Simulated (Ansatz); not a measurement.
## Worked example: self-consistent single point of Au (P-1, 2 atoms in the cell) in Ansatz

Computed with LDA (PW92), default PAW files made with PBE (plane waves; Ansatz, a quantum-chemistry and plane-wave program).

The input file:

Ansatz 0.2 input:
```yaml
crystal:
  lattice:
    - [2.829567, 0.000000, 0.000000]
    - [-0.013020, 2.834281, 0.000000]
    - [-1.143585, -1.191337, 4.948638]
  atoms:
    - { symbol: Au, position: [0.327140, 0.334040, 0.725940] }
    - { symbol: Au, position: [0.672860, 0.665960, 0.274060] }
basis:
  ecutwfc: 420.0
kpoints:
  mp_grid: { grid: [12, 12, 7] }
hamiltonian:
  xc: lda
  pseudopotentials: { kind: paw }
scf:
  occupations: { method: gaussian, width: 0.1 }
output:
  forces: true
  eigenvalues: true
  stress: true
```

Output, abridged:

```
WARN ansatz: RAYON_NUM_THREADS=1 ignored (pool sized by the plan → 1); use --threads N
Pseudopotentials: kind: paw
Pseudopotential: Au, paw, valence charge 19
Crystal: 2 atoms, lattice volume = 39.687 Å³
Basis set: ecut = 420 eV, 779 PW (Γ)
Bands: 23, of which v1, the nominal top of the filled ones, is band 19 counted from 1 (18 counted from 0)
Symmetry: 2 space group operations
Space group: P-1 (ITA 2), of the structure as read, at distance tolerance 3.4e-5 Å
k-points: 506 of 1008
PAW frozen core: Au, regenerated for the run's functional, and the local potential with it
Initial density: superposition of atomic densities (neutral atoms: chi_scale 0, normalization atom), corrected by the library's trained network
Initial wavefunctions: pseudopotential atomic-orbital guess
Eigensolver: davidson
Functional: x = slater, c = lda
SCF iter   1: F=—  HF=-25729.428696 eV  |F-HF|=—  |Δ(HF+E_count)|=         —  Δρ=8.21e-3  dr2=2.08e-2  ethr=1.77e-3  ⟨swp⟩=4.9  Hψ=43889  notcnv=0
all-band conjugate gradients solve this SCF's bands
preconditioner: auto → Kerker (q_TF=auto, 2.709 Å⁻¹)
SCF iter   2: F=—  HF=-25729.424817 eV  |F-HF|=—  |Δ(HF+E_count)|=   3.88e-3  Δρ=3.78e-3  dr2=3.67e-3  ethr=5.47e-5  ⟨swp⟩=2.0  Hψ=21101  notcnv=0
SCF iter   3: F=—  HF=-25729.423609 eV  |F-HF|=—  |Δ(HF+E_count)|=   1.21e-3  Δρ=7.61e-4  dr2=1.29e-4  ethr=9.65e-6  ⟨swp⟩=2.0  Hψ=15344  notcnv=0
SCF iter   4: F=—  HF=-25729.423596 eV  |F-HF|=—  |Δ(HF+E_count)|=   1.24e-5  Δρ=1.56e-4  dr2=1.01e-5  ethr=3.40e-7  ⟨swp⟩=2.5  Hψ=19401  notcnv=0
SCF iter   5: F=—  HF=-25729.423596 eV  |F-HF|=—  |Δ(HF+E_count)|=   1.56e-7  Δρ=4.45e-5  dr2=1.44e-6  ethr=2.65e-8  ⟨swp⟩=2.0  Hψ=17070  notcnv=0
SCF iter   6: F=-25729.423596 eV  HF=-25729.423596 eV  |F-HF|=2.60e-8  |Δ(HF+E_count)|=   1.98e-7  Δρ=1.03e-5  dr2=6.17e-8  ethr=2.63e-10  ⟨swp⟩=3.9  Hψ=50345  notcnv=0
SCF 1 converged in 6 iterations: F = -25729.423596 eV  dr2 = 6.17e-8
SCF converged after 6 iterations
Free energy (F): -25729.423596 eV
Harris-Foulkes:  -25729.423596 eV  (|F-HF|=2.60e-8)
Internal energy: -25729.420121 eV  (E = F + TS)
E sigma→0 (E₀):  -25729.421858 eV
Entropy (-TS):   -0.003475 eV (-1.738 meV/atom)
Fermi energy:    16.185211 eV
--- Per-component energies (eV) ---
  E_band       = -559.706487
  E_kinetic    = 1206.975711
  E_local      = -4025.714164  (includes V_loc(G=0)·N_el)
  E_nonlocal   = 162.727970
  E_hartree    = 1689.073151
  E_xc         = -451.307260
  E_vxc        = -547.250871  (∫ρ·V_xc dr)
  E_paw        = -18846.924824  (= ΣΔE_a)
  E_vpaw       = -734.590390  (= ΣTr[D̂ρ^β])
  E_aug_tail   = 0.002602  (compensation charges beyond the density's cutoff)
  E_ewald      = -5465.298742
  E_core_change = 1.045435  (= ΣΔE_core)
  E_smearing   = -0.003475  (= −TS)
  E_closure    = -0.000000  (closes the sum)
  Σ components = -25729.423596   (vs F -25729.423596, Δ=0.00e0)
--- Forces (eV/Å), atoms counted from 1 ---
  atom   1  Au    -0.01728775    -0.01560392    -0.16621668
  atom   2  Au     0.01728775     0.01560392     0.16621668
  max |Σ_I F_I| component: 0.00e0 eV/Å
--- Stress (GPa, compression-positive) ---
      -13.616117       0.180573       0.233119
        0.180573     -13.843517       0.115333
        0.233119       0.115333     -12.279553
  P = ⅓ Tr σ = -13.2464 GPa (-132.464 kbar)
  The stress holds the Pulay correction. Without it, at fixed plane waves, as pw.x and ABINIT print it: P = -13.2785 GPa
--- Band table (eV; the first three rows and the last of 506) ---
  k-point 0: bands = ["-88.8576", "-88.8492", "-40.2663", "-40.1044", "-40.1011", "-40.0936", "-40.0901", "-40.0808", "7.7758", "10.2718", "10.6018", "11.1097", "11.6573", "13.3844", "13.4052", "13.9298", "13.9960", "14.2319", "14.6040", "16.2101", [...]
  k-point 1: bands = ["-88.8572", "-88.8496", "-40.2577", "-40.1063", "-40.1043", "-40.0974", "-40.0882", "-40.0825", "7.9214", "10.2023", "10.5670", "11.1536", "11.7046", "13.2041", "13.2335", "14.1334", "14.1528", "14.2455", "14.5958", "15.1978", [...]
  k-point 2: bands = ["-88.8560", "-88.8508", "-40.2337", "-40.1223", "-40.1096", "-40.1052", "-40.0848", "-40.0810", "8.3244", "10.0366", "10.5045", "11.2364", "11.7110", "12.9552", "12.9936", "13.8735", "14.2580", "14.4243", "14.4449", "14.5888", [...]
  k-point 505: bands = ["-88.8448", "-88.8409", "-40.2509", "-40.2417", "-40.2217", "-40.2151", "-40.1778", "-40.1010", "10.4825", "10.7950", "10.9544", "11.4546", "12.5300", "12.6088", "13.8375", "14.6218", "15.3681", "15.4034", "19.2476", [...]
```

The run converged in 6 iterations.

The starting cell comes from a database of computed structures (which also holds hypothetical and non-ambient phases and stackings), without a prior relaxation at this level. Its lattice was rescaled by up to half a per cent. Spin-orbit coupling is off. With a pressure of about -13 GPa the cell is away from its equilibrium volume at this level. Ansatz's pressure includes its estimate of the finite-basis (Pulay) stress.
